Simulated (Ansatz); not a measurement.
The starting structures come from a database of crystals and need not be the phases stable at ambient conditions.

 Where the default PAW files enter, the runs use the earlier of Ansatz's two default sets.

Crystal: YOF (P4/nmm, not sure to be the ambient phase, 6 atoms a cell, 13.3 Å³ an atom, -2 GPa at this level); planes in its conventional cell.

Computed with PBEsol (plane waves, PAW; Ansatz, an electronic-structure program).

No gap correction and no spin-orbit coupling; mid-gap values are interpolated between computed energies.

| plane | area of the cell (Å²) | mid-gap κ (1/Å) | largest κ in the gap (1/Å) |
|---|---|---|---|
| (111) | 33.0 | 0.39 | 0.39 |
| (001) | 14.7 | [?] | [?] |
| (110) | 29.5 | [?] | [?] |
| (100) | 20.9 | [?] | [?] |

Question: The slowest decay depends on the direction. Supply the withheld values.

Answer: 
- (001), mid-gap κ (1/Å): 0.47
- (001), largest κ in the gap (1/Å): 0.47
- (110), mid-gap κ (1/Å): 0.37
- (110), largest κ in the gap (1/Å): 0.37
- (100), mid-gap κ (1/Å): 0.41
- (100), largest κ in the gap (1/Å): 0.43
